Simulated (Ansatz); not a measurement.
Worked example: self-consistent single point of InBi2S4Cl (Cm, 8 atoms in the cell) in Ansatz (a first-principles code).

Method: PBEsol, default PAW files made with PBE (plane waves; Ansatz).

```yaml
crystal:
  lattice:
    - [6.32031, -1.97729, 0.00000]
    - [6.32031, 1.97729, 0.00000]
    - [-3.72219, 0.00000, 7.79498]
  atoms:
    - { symbol: In, position: [0.00189, 0.00189, 0.00641] }
    - { symbol: Bi, position: [0.79566, 0.79566, 0.27516] }
    - { symbol: Bi, position: [0.20434, 0.20434, 0.72484] }
    - { symbol: S, position: [0.16340, 0.16340, 0.31688] }
    - { symbol: S, position: [0.83660, 0.83660, 0.68312] }
    - { symbol: S, position: [0.37459, 0.37459, 0.05408] }
    - { symbol: S, position: [0.62541, 0.62541, 0.94592] }
    - { symbol: Cl, position: [0.50000, 0.50000, 0.50000] }
```

Reference input (self-consistent single point, DFT, PBEsol, plane waves, default PAW files made with PBE): basis.ecutwfc = 420 eV; kpoints.mp_grid.grid = 6 6 2; hamiltonian.xc = pbesol; hamiltonian.pseudopotentials = {kind: paw} (the program's default PAW files); scf.occupations.method = fermi_dirac; scf.occupations.width = 0.02 eV. This run's input differs from it in these lines:

Ansatz 0.2 input:
```diff
@@ -18,3 +18,3 @@
   mp_grid:
-    grid: [6, 6, 2]
+    grid: [6, 6, 3]
 hamiltonian:
```

Output (repeated stretches shortened):

```
SCF iter   1: F=—  HF=-34614.313412 eV  |F-HF|=—  |Δ(HF+E_count)|=         —  Δρ=5.46e-3  dr2=1.01e-1  ethr=1.77e-3  ⟨swp⟩=8.1  Hψ=6753  notcnv=0  defer=2
all-band conjugate gradients solve this SCF's bands
preconditioner: auto → Resta (q_TF=auto, 2.322 Å⁻¹)
SCF iter   2: F=—  HF=-34614.290182 eV  |F-HF|=—  |Δ(HF+E_count)|=   2.32e-2  Δρ=2.79e-3  dr2=2.55e-2  ethr=1.36e-4  ⟨swp⟩=2.0  Hψ=2014  notcnv=0  defer=36
   [... lines left out ...]
SCF iter   4: F=—  HF=-34614.284154 eV  |F-HF|=—  |Δ(HF+E_count)|=   3.81e-5  Δρ=1.29e-4  dr2=3.37e-5  ethr=6.78e-7  ⟨swp⟩=2.1  Hψ=2641  notcnv=0  defer=37
SCF iter   5: F=—  HF=-34614.284234 eV  |F-HF|=—  |Δ(HF+E_count)|=   8.00e-5  Δρ=3.24e-5  dr2=2.36e-6  ethr=4.56e-8  ⟨swp⟩=2.2  Hψ=2076  notcnv=0  defer=37
SCF iter   6: F=—  HF=-34614.284236 eV  |F-HF|=—  |Δ(HF+E_count)|=   1.73e-6  Δρ=7.84e-6  dr2=1.87e-7  ethr=3.19e-9  ⟨swp⟩=2.8  Hψ=2728  notcnv=0  defer=37
SCF iter   7: F=-34614.284236 eV  HF=-34614.284236 eV  |F-HF|=4.50e-9  |Δ(HF+E_count)|=   1.15e-7  Δρ=2.97e-6  dr2=1.47e-8  ethr=1.35e-10  ⟨swp⟩=9.7  Hψ=6604  notcnv=0
SCF 1 converged in 7 iterations: F = -34614.284236 eV  dr2 = 1.47e-8
Free energy (F): -34614.284236 eV
Internal energy: -34614.284236 eV  (E = F + TS)
E sigma→0 (E₀):  -34614.284236 eV
Fermi energy:    7.412764 eV
--- Forces (eV/Å), atoms counted from 1 ---
  atom   1  In    -0.04552686     0.00000000    -0.32522530
  atom   2  Bi    -0.08134696     0.00000000    -0.10077501
  atom   3  Bi     0.15078375     0.00000000     0.10415601
  atom   4  S      0.19989042     0.00000000     0.02148198
  atom   5  S     -0.17117898     0.00000000     0.23854721
  atom   6  S      0.02928508     0.00000000    -0.06881615
  atom   7  S     -0.07538111     0.00000000     0.14727182
  atom   8  Cl    -0.00652329     0.00000000    -0.01663970
--- Stress (GPa, compression-positive) ---
       -3.396428       0.000000      -0.178610
        0.000000      -3.540814       0.000000
       -0.178610       0.000000      -3.403172
  P = ⅓ Tr σ = -3.4468 GPa (-34.468 kbar)
  The stress holds the Pulay correction. Without it, at fixed plane waves, as pw.x and ABINIT print it: P = -3.4688 GPa
```

The run converged in 7 iterations. Against the reference run the free energy stays essentially unchanged (within 1 meV/atom), the pressure moves little (-3.43 to -3.45 GPa), the largest force hardly changes (0.329 to 0.328 eV/Å) and the gap on the mesh goes from 1.579 to 1.534 eV.

The starting cell comes from a database of computed structures (which also holds hypothetical and non-ambient phases and stackings), without a prior relaxation at this level. Its lattice was rescaled by up to half a per cent. One atom was moved a little off its site on purpose. Spin-orbit coupling is off. With a pressure of about -3 GPa the cell is away from its equilibrium volume at this level. Ansatz's pressure includes its estimate of the finite-basis (Pulay) stress. Another mesh or the band path of this cell gives a smaller gap, so this value is not converged in the mesh.
